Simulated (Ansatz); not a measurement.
A (12,3) carbon nanotube, relaxed period 6.525 Å, atoms relaxed at each strain.

| strain | energy (meV a period) | axial force (nN) |
|---|---|---|
| -0.015 | +528.6 | -17.53 |
| +0.015 | +503.8 | +16.33 |

These are PBE (plane waves to 420 eV, PAW; Ansatz, a first-principles code) values and carry that method's errors. Mesh 1×1×12. No spin polarisation. Isolated but for its images some 11 Å away. An idealised model, rolled from the flat sheet. Symmetry and one short period hold its shape; lower forms weren't sought. Buckling under compression is shut out by symmetry and the short period. Energies are free energies at a Fermi–Dirac width of 0.05 eV, from the unstrained cell.

Mean diameter 10.84 Å.

Problem. Work out the axial stiffness dF/dε in two ways, and what it means for a modulus.

Solution. From the forces: (+16.33 − (-17.53))/0.030 = 1129 nN. From the energies: (E₊ + E₋)/(ε² c) = 1.0324 eV/(0.015² × 6.525 Å) = 703.2 eV/Å = 1127 nN. The two agree to within 1 %. Spread over the circumference π × 10.84 Å, the force value is a sheet stiffness of 332 N/m.
